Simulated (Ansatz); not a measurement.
Take PbS in the rock salt structure (space group Fm-3m, No. 225; a = 5.903 Å) as the base.

All numbers come from PBEsol, PAW, 420 eV (Ansatz, a first-principles code; no spin-orbit coupling), earlier PAW set.

Base values:

Lattice parameter a: 5.903 Å

The change: cell and atoms relaxed at a pressure of 5 GPa.

Q: Estimate the effect on the lattice parameter a.

A: The lattice parameter a falls by 0.141 Å (5.903 Å → 5.762 Å).

Load acts through the strain it causes; cell and atoms are relaxed under it. No phonon test of stability was made. Competing high-pressure phases were not computed.
